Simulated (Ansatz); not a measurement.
The parent structure is Mg2Ge in the anti-fluorite structure (space group Fm-3m, No. 225).

```yaml
crystal:
  lattice:
    - [0.00000, 3.18222, 3.18222]
    - [3.18222, 0.00000, 3.18222]
    - [3.18222, 3.18222, 0.00000]
  atoms:
    - { symbol: Mg, position: [0.25000, 0.25000, 0.25000] }
    - { symbol: Mg, position: [0.75000, 0.75000, 0.75000] }
    - { symbol: Ge, position: [0.00000, 0.00000, 0.00000] }
```

Cartesian axes are those of the cell as printed.

All numbers come from DFT with PBEsol, PAW potentials and a 420 eV plane-wave cutoff in Ansatz (a quantum-chemistry and plane-wave program), no spin-orbit coupling.

For the base:

| Quantity | Result |
|---|---|
| Valence-band top at Γ | 0.00, 0.00, 0.00 eV |
| Electron mass | 0.55 mₑ along k, 0.18 mₑ across (at X) |
| Pressure | 0.00 GPa |

The change: compressive biaxial strain of 0.50 % in the plane normal to [001], as in epitaxy on a mismatched substrate; the out-of-plane cell vector and the atoms relax.

Problem. Predict the new valence-band top at Γ.

Solution. The valence-band top at Γ (three highest levels, from the VBM) becomes 0.00, 0.00, -0.03 eV (base: 0.00, 0.00, 0.00 eV).

Problem. Estimate the effect on the electron mass.

Solution. The electron mass becomes 0.54 mₑ along k, 0.18 mₑ across (at X) (base: 0.55 mₑ along k, 0.18 mₑ across (at X)).

Problem. What happens to the out-of-plane strain?

Solution. The out-of-plane strain comes out as +0.20 %.

Problem. How does this affect the energy relative to the base?

Solution. The energy goes up by 0.4 meV/atom.

Problem. Estimate the effect on the pressure.

Solution. The pressure (mean of the normal stresses, compression positive) goes from zero to 0.43 GPa.

The levels and masses belong to the bands next to the band gap. Masses are band curvatures over ±0.01 Å⁻¹ around the edge. Along k means along the line from Γ to the band edge. Stability against distortions was not tested.
